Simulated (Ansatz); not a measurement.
**A computed series for Ru: thickness series**

The reference is Ru in the hcp (Mg type) structure (space group P6_3/mmc, No. 194; a = 2.692 Å, c = 4.246 Å). Axes: x lies along a and z along c of the hexagonal cell.

Free-standing slabs (1 atom(s) a layer) normal to the z axis with 15 Å of vacuum; in-plane cell held at bulk.

Calculations: PBEsol/PAW in Ansatz (an electronic-structure program), no spin-orbit coupling, earlier PAW set.

Notes on the quantities. excess energy per area of both faces: slab less bulk energy over the cell's area: twice a surface energy; uncertain by up to 0.2 J/m²; layer's space group: with vacuum.

```csv
case,thickness between the outermost nuclei,excess energy per area of both faces,shortest interatomic distance,layer's space group
base,–,–,2.631 Å,–
1 layer,–,–,2.692 Å,P6/mmm (No. 191)
2 layers,1.97 Å,5.88 J/m²,2.507 Å,P-3m1 (No. 164)
3 layers,4.10 Å,5.9 J/m²,2.572 Å,P-6m2 (No. 187)
4 layers,6.23 Å,6.1 J/m²,2.572 Å,P-3m1 (No. 164)
5 layers,8.37 Å,6.1 J/m²,2.571 Å,P-6m2 (No. 187)
6 layers,10.47 Å,___,___,P-3m1 (No. 164)
7 layers,12.60 Å,6.1 J/m²,2.566 Å,P-6m2 (No. 187)
```

Some entries are withheld; estimate them.


- 6 layers, excess energy per area of both faces: 6.0 J/m²
- 6 layers, shortest interatomic distance: 2.563 Å

The excess energy carries the mismatch between the slab's and the bulk's meshes. Stability against distortions was not tested. The final runs are not spin-polarised.
